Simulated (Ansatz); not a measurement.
# Cost against accuracy: basis.ecutwfc for TcS2 (P6_3/mmc, 6 atoms in the cell)

```
TcS2
1.0
    3.17039     0.00000     0.00000
   -1.58520     2.74564     0.00000
    0.00000     0.00000    12.33153
Tc S
2 4
Direct
  0.33333   0.66667   0.25000
  0.66667   0.33333   0.75000
  0.33333   0.66667   0.62750
  0.66667   0.33333   0.12750
  0.66667   0.33333   0.37250
  0.33333   0.66667   0.87250
```

Level of theory: PBEsol, default PAW files made with PBE (plane waves; Ansatz, a program for electronic structure).

Base settings: basis.ecutwfc = 500 eV; kpoints.mp_grid.grid = 8 8 2; hamiltonian.xc = pbesol; hamiltonian.pseudopotentials = {kind: paw} (the program's default PAW files); scf.occupations.method = cold; scf.occupations.width = 0.272 eV.

Misses are taken against the tightest run, 1000 eV, which need not be fully converged itself. The energy is the free energy per atom.

The count of work is k-points × plane waves × bands × iterations; it is no time, and leaves out set-up, grids and terms that scale otherwise. 

Ansatz's pressure holds its estimate of the finite-basis (Pulay) stress, which hides part of the cutoff error; the uncorrected pressure shows it.

The starting cell was generated: these elements placed on a structure prototype, without a prior relaxation; it need not be a known phase or ordering of this composition. Its lattice was rescaled by a random factor within 2.5 % of one. Spin polarisation is off. Ansatz's pressure includes its estimate of the finite-basis (Pulay) stress.

```csv
basis.ecutwfc,energy less reference (meV/atom),pressure less reference (GPa),largest difference in the force on any atom (eV/Å),uncorrected pressure less reference (GPa),count of work / reference
200 eV,7931.07,-6.17,0.378,-235.60,0.091
250 eV,2202.88,-0.18,0.028,-89.49,0.12
300 eV,511.27,0.94,0.142,-27.90,0.17
350 eV,97.93,-0.14,0.006,-7.23,0.21
400 eV,14.78,-0.02,0.003,-1.47,0.25
450 eV,1.74,0.00,0.000,-0.18,0.30
500 eV,0.56,0.00,0.000,0.00,0.36
575 eV,0.41,0.00,0.000,0.00,0.44
650 eV,0.35,0.00,0.000,0.00,0.53
750 eV,0.25,0.00,0.000,0.00,0.65
875 eV,0.08,0.00,0.000,0.00,0.82
1000 eV,0.00,0.00,0.000,0.00,1.0
```

Coarsest setting among those run that, with all tighter ones, holds the energy within 20 meV/atom of the reference: 400 eV, off by 15 meV/atom; it needs 0.25 of the reference's count of work.

Coarsest setting among those run that, with all tighter ones, holds the energy within 10 meV/atom of the reference: 450 eV, off by 1.7 meV/atom; it needs 0.30 of the reference's count of work.

The step from 200 eV to 450 eV: it takes the miss in the energy from 7900 to 1.7 meV/atom, for 3.3 times the count of work.

Keys are those of Ansatz 0.2.
